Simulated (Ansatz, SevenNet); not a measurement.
# C11b WSi₂, elastic constant C11

Reference value: 443 GPa (measured, temperature not stated, not corrected to a static lattice; as tabulated in Friák et al. (2018), doi:10.3390/nano8121057).

Task: Put these levels in order of the elastic constant C11 that they give for C11b WSi₂, smallest first: PBE (Ansatz, a program for electronic structure), PBE-D3(BJ) (Ansatz), SevenNet-0, SevenNet-l3i5.

Result: SevenNet-0 (266 GPa), SevenNet-l3i5 (295 GPa), PBE (421 GPa), PBE-D3(BJ) (449 GPa)

Unless a cell is named, each level is at its own relaxed cell (SevenNet-0 13.70, SevenNet-l3i5 13.70, PBE 13.67, PBE-D3(BJ) 13.25 Å³/atom).

Differences against the reference: SevenNet-0 -40 %, SevenNet-l3i5 -33 %, PBE -5.0 %, PBE-D3(BJ) +1.4 %.

The reference isn't brought to a static lattice, while the calculations are for one, so the differences are not the levels' errors alone. A static lattice is as a rule stiffer than a warm one, by over a tenth in soft solids.  Density-functional levels without +SOC have no spin–orbit coupling. PBE-D3(BJ): the dispersion coefficients are held fixed in the derivatives. Each level is taken at its own relaxed cell. Ansatz's density-functional and Hartree–Fock values are scalar-relativistic unless marked +SOC, with PAW data made under PBE.

Machine-learned potentials (SevenNet-0, SevenNet-l3i5) are trained on DFT data: a solid inside that data is no test of them.

Differences are worked out from the printed values.
